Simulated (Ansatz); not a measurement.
Sensitivity of a calculation on TcMo (P1, 2 atoms in the cell) to its settings

```
CELL_PARAMETERS angstrom
      1.54905    -2.24036     0.00000
      1.54905     2.24036     0.00000
      0.00000     0.00000     4.42249
ATOMIC_POSITIONS crystal
  Tc 0.50430 0.50167 0.50013
  Mo 0.99570 0.99833 0.99987
```

Base run A: Ansatz (a quantum-chemistry and plane-wave program) with PBEsol, default PAW files made with PBE, self-consistent single point.

Its settings: basis.ecutwfc = 500 eV; kpoints.mp_grid.grid = 9 9 5; kpoints.mp_grid.shift = 0.5 0.5 0.5; hamiltonian.xc = pbesol; hamiltonian.pseudopotentials = {kind: paw} (the program's default PAW files); scf.occupations.method = cold; scf.occupations.width = 0.272 eV.

The starting cell comes from a database of computed structures (which also holds hypothetical and non-ambient phases and stackings), without a prior relaxation at this level. Its atoms were displaced at random from the sites of space group no. 65. Spin polarisation is off. In the base run, with a pressure of about -11 GPa the cell is away from its equilibrium volume at this level. Ansatz's pressure includes its estimate of the finite-basis (Pulay) stress.

ΔF is the free energy per atom less that of run A. A dash stands where there is no value to compare (another energy zero or no entropy term, no result, no spin, no clean gap, or a mesh too coarse for one). Absolute energies have different zeros for different potentials, functionals, Hubbard and dispersion terms and are not compared across them.

Runs D sample the zone with one or two k-points, far too few for so small a cell.

Run A gave: pressure (GPa) -11.28; largest force (eV/Å) 0.029; k-points 203; valence electrons 29.

Runs:
- B: hamiltonian.xc: pbesol → lda [LDA (PW92)]
- C: scf.occupations.width: 0.272 eV → 0.1 eV
- D: 2 x 2 x 1 supercell at the zone centre alone; kpoints.mp_grid.grid: 9 9 5 → 1 1 1; kpoints.mp_grid.shift: 0.5 0.5 0.5 → default
- E: hamiltonian.pseudopotentials: {kind: paw} (the program's default PAW files) → {kind: paw_fr}; magnetization.noncollinear: default → true; magnetization.spin_orbit: default → false
- F: crystal.symmetry.detect: default → false
- G: hamiltonian.dispersion: default → d4 [PBEsol-D4]
- H: scf.occupations.width: 0.272 eV → 0.05 eV
- I: scf.occupations.width: 0.272 eV → 0.03 eV
- J: scf.mixing.algorithm: default (the program chose MSR1) → broyden; scf.mixing.ndim: default → 4
- K: scf.eigensolver.kind: default (the program chose band_cg) → davidson
- L: scf.mixing.preconditioner: default (the program chose none) → ldos

### Question
What does run I change against A?

### Answer
The free energy rises by 3.1 meV/atom, the pressure stays at -11.28 GPa and the largest force goes from 0.029 to 0.043 eV/Å.

### Question
What does run B change against A?

### Answer
The pressure goes from -11.28 to -16.12 GPa and the largest force hardly changes (0.029 to 0.026 eV/Å).

| run | ΔF (meV/atom) | pressure (GPa) | largest force (eV/Å) | k-points | valence electrons |
|---|---|---|---|---|---|
| A | 0.00 | -11.28 | 0.029 | 203 | 29 |
| B | – | -16.12 | 0.026 | 203 | 29 |
| C | 3.0 | -11.31 | 0.033 | 203 | 29 |
| D | -85.7 | -14.30 | 0.805 | 1 | 116 |
| E | – | -11.28 | 0.029 | 203 | 29 |
| F | 0.00 | -11.28 | 0.029 | 203 | 29 |
| G | – | -14.57 | 0.029 | 203 | 29 |
| H | 3.1 | -11.29 | 0.041 | 203 | 29 |
| I | 3.1 | -11.28 | 0.043 | 203 | 29 |
| J | 0.00 | -11.28 | 0.029 | 203 | 29 |
| K | 0.00 | -11.28 | 0.029 | 203 | 29 |
| L | 0.00 | -11.28 | 0.029 | 203 | 29 |

Keys are those of Ansatz 0.2.
